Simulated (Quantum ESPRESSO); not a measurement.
Worked example: self-consistent single point of KMnF₃ (P1, 5 atoms in the cell) in Quantum ESPRESSO.

Level of theory: LDA (PW92), PseudoDojo standard norm-conserving (LDA) pseudopotentials (plane waves; Quantum ESPRESSO 7.5).

The change in words: atoms moved at random. Reference geometry:
```
KMnF3
1.0
    4.18268     0.00000     0.00000
    0.00000     4.18268     0.00000
    0.00000     0.00000     4.18268
K Mn F
1 1 3
Direct
  0.50000   0.50000   0.50000
  0.00000   0.00000   0.00000
  0.50000   0.00000   0.00000
  0.00000   0.50000   0.00000
  0.00000   0.00000   0.50000
```
Moments meant for the start (each program seeds them in its own way; μB, in the order of the atoms K Mn F F F): 0.0 4.0 0.0 0.0 0.0.

Reference input (self-consistent single point, DFT, LDA (PW92), plane waves, PseudoDojo standard norm-conserving (LDA) pseudopotentials): ecutwfc = 100 Ry; occupations = smearing; smearing = fd; degauss = 0.00147 Ry; nspin = 2; potentials = {K: K.upf, Mn: Mn.upf, F: F.upf}; K_POINTS = automatic 4 4 4 0 0 0; conv_thr = 1e-09 Ry; mixing_beta = 0.4. This run's input differs from it in these lines:

```diff
@@ -33,7 +33,7 @@
 ATOMIC_POSITIONS crystal
-K     0.5000000000    0.5000000000    0.5000000000
-Mn    0.0000000000    0.0000000000    0.0000000000
-F     0.5000000000    0.0000000000    0.0000000000
-F     0.0000000000    0.5000000000    0.0000000000
-F     0.0000000000    0.0000000000    0.5000000000
+K     0.5072480000    0.4954070000    0.4998660000
+Mn    0.0052850000   -0.0017990000    0.0135750000
+F     0.4955020000    0.0069310000   -0.0100130000
+F    -0.0114820000    0.5060620000   -0.0022950000
+F     0.0034470000   -0.0066010000    0.4988660000
 K_POINTS automatic
```

Log, with long lists cut:

```
     Self-consistent Calculation

     iteration #  1     ecut=   100.00 Ry     beta= 0.40

     Threshold (ethr) on eigenvalues was too large:
     Diagonalizing with lowered threshold

     total energy              =    -425.20547228 Ry
     estimated scf accuracy    <       0.42300856 Ry

     total magnetization       =     5.00 Bohr mag/cell
     absolute magnetization    =     5.00 Bohr mag/cell

     iteration #  2     ecut=   100.00 Ry     beta= 0.40

     total energy              =    -425.28873892 Ry
     estimated scf accuracy    <       0.04026296 Ry

     total magnetization       =     5.00 Bohr mag/cell
   [... lines left out ...]

     total energy              =    -425.29657872 Ry
     estimated scf accuracy    <          3.5E-09 Ry

     total magnetization       =     5.00 Bohr mag/cell
     absolute magnetization    =     5.00 Bohr mag/cell

     iteration # 11     ecut=   100.00 Ry     beta= 0.40

     Magnetic moment per site  (integrated on atomic sphere of radius R)
     atom   1 (R=0.285)  charge=  7.6425  magn=  0.0004
     atom   2 (R=0.200)  charge= 12.2083  magn=  4.0683
     atom   3 (R=0.200)  charge=  6.5419  magn=  0.0833
     atom   4 (R=0.200)  charge=  6.5417  magn=  0.0831
     atom   5 (R=0.200)  charge=  6.5432  magn=  0.0841
     End of self-consistent calculation

     the Fermi energy is     7.7419 ev

!    total energy              =    -425.29657872 Ry
     estimated scf accuracy    <          9.0E-10 Ry
     smearing contrib. (-TS)   =      -0.00000000 Ry
     internal energy E=F+TS    =    -425.29657872 Ry

     total magnetization       =     5.00 Bohr mag/cell
     absolute magnetization    =     5.00 Bohr mag/cell

     convergence has been achieved in  11 iterations

     Forces acting on atoms (cartesian axes, Ry/au):

     atom    1 type  1   force =     0.00020528    0.00047137    0.00246403
     atom    2 type  2   force =    -0.00787358    0.00560160   -0.01535546
     atom    3 type  3   force =     0.00794778    0.00058715    0.00220347
     atom    4 type  3   force =     0.00069681   -0.00871847    0.00135933
   [... lines left out ...]

     Total force =     0.023967     Total SCF correction =     0.000007

          total   stress  (Ry/bohr**3)                   (kbar)     P=      -43.76
  -0.00030244   0.00000323  -0.00000235          -44.49        0.48       -0.35
   0.00000323  -0.00030567   0.00000091            0.48      -44.97        0.13
  -0.00000235   0.00000091  -0.00028435           -0.35        0.13      -41.83

   JOB DONE.
```

The run converged in 11 iterations. Against the reference run the free energy goes up by 4.4 meV/atom, the pressure goes from -4.56 to -4.38 GPa, the largest force goes from 0.000 to 0.466 eV/Å, the gap on the mesh moves little (0.978 to 0.979 eV) and the size of the net moment stays at 1.00 μB/atom.

The starting cell comes from a database of computed structures (which also holds hypothetical and non-ambient phases and stackings), without a prior relaxation at this level. For this run, on top of that: atoms moved at random. With one magnetic atom in the cell only a parallel order is possible. With a pressure of about -4 GPa the cell is away from its equilibrium volume at this level.

Cost on one core of a shared machine: roughly 3 min.
